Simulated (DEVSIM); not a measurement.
Structure: Schottky contact on n-type ZnO, at 250 K.

Layer 1 from the left is ZnO, thickness (μm) 1.00, Nd (cm⁻³) 2.2e16, τn (s) 5e-10, τp (s) 5e-10. Layer 2 from the left is ZnO, thickness (μm) 0.780, Nd (cm⁻³) 6e17, τn (s) 5e-10, τp (s) 5e-10.

Left contact: Schottky, work function 6.25 eV, emission velocity 4.7e6 cm/s. Right contact: ohmic. Voltage is applied to the left contact. Recombination: SRH at mid-gap, Auger. Mobility is constant in doping.

Constants are typed, rounded textbook-type inputs, not results; the design itself was drawn at random and stands for no fabricated device. Values at 300 K; Nc and Nv go as T^1.5, mobilities as T to minus their exponent, the gap by Varshni's rule with the affinity fixed.

ZnO: gap (eV) 3.37, affinity (eV) 4.5, permittivity 8.7, Nc (cm⁻³) 3.7e18, Nv (cm⁻³) 1.8e19, μn (cm²/Vs) 200, μp (cm²/Vs) 20, T exponent of μn 1.5, T exponent of μp 1.5, Cn (cm⁶/s) 1e-31, Cp (cm⁶/s) 1e-31, Varshni α (eV/K) 0.00055, Varshni β (K) 900.

Simulated with DEVSIM: 1D drift-diffusion, Boltzmann statistics, complete ionisation; no tunnelling, impact ionisation, image-force lowering or self-heating. Metal contacts follow the ideal Schottky-Mott rule: no Fermi-level pinning, no interface dipoles.

Dark forward current:

| |V| (V) | |J| (A/cm²) |
|---|---|
| 0.80 | 1.238e-13 |
| 0.85 | 1.254e-12 |
| 0.90 | 1.269e-11 |
| 0.95 | 1.284e-10 |
| 1.00 | 1.298e-9 |
| 1.05 | 1.310e-8 |
| 1.10 | 1.322e-7 |
| 1.15 | 1.331e-6 |
| 1.20 | 1.338e-5 |
| 1.25 | 0.0001342 |
| 1.30 | 0.001341 |
| 1.35 | 0.01333 |
| 1.40 | 0.1314 |
| 1.45 | 1.272 |
| 1.50 | 11.49 |
| 1.55 | 76.58 |
| 1.60 | 269.8 |
| 1.65 | 571.3 |
| 1.70 | 930.5 |
| 1.75 | 1321 |
| 1.80 | 1730 |
| 1.85 | 2151 |

Work out the local ideality factor n = ΔV / (kT/q · ln(J2/J1)) between the rows 0.80 and 0.85 V, 1.80 and 1.85 V.

kT/q = 21.54 mV. From 0.80 to 0.85 V: ln(1.254e-12/1.238e-13) = 2.315, n = 1.00, near the 1 of diffusion or emission over a barrier. From 1.80 to 1.85 V: ln(2151/1730) = 0.218, n = 10.66; the layers' resistance at their doping, Σ W/(qμN) = 0.00011 Ω cm², would take 47 mV of this step of 50 mV.

Estimate the current at 1.15 V for emission alone, J0 = q v N_band exp(−φB/kT), and read the barrier back from the simulated current.

φB = 1.750 eV, N_band = 2.81e18 cm⁻³, J0 = 1.10e-29 A/cm²; J = J0 (exp(qV/kT) − 1) = 1.69e-6 A/cm². The simulation gives 1.33e-6 A/cm²; the estimate lies 27 % above. Read backwards, the simulated current gives an apparent barrier of 1.755 eV. The estimate leaves out transport through the depletion region and minority injection.
